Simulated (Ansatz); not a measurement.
The starting structures come from a database of crystals and need not be the phases stable at ambient conditions.

Tunnelling through a barrier is set by its complex band structure: the current falls as exp(−2κd) with the smallest κ.

Given:

```
S
1.0
    4.38134     0.00000     0.00000
    0.00000     7.45394     0.00000
    0.00000    -3.72697     6.45530
S
9
Direct
  0.50000   0.11499   0.11499
  0.83333   0.00000   0.88501
  0.16667   0.88501   0.00000
  0.26139   0.68548   0.45534
  0.59473   0.76986   0.31452
  0.92806   0.54466   0.23014
  0.73861   0.45534   0.68548
  0.40527   0.31452   0.76986
  0.07194   0.23014   0.54466
```

Space group of this cell: P3_221. The cell was relaxed by PBE-D3(BJ).

Transport runs along the normal of the first two printed cell vectors, the (100) plane of the conventional cell.

The gap is the functional's own. No spin-orbit coupling. Mid-gap values are interpolated on the energy grid.

Question: Give the band gap and the smallest decay constant κ at mid-gap that r2SCAN (Ansatz, a program for electronic structure) yields.

Answer: Gap 2.10 eV on a 8×6×6 mesh; κ = 0.331 1/Å, at (0.500, 0.000) of the in-plane reciprocal vectors. At the zone centre, at the nearest computed energy, the slowest state has κ = 0.45 1/Å.
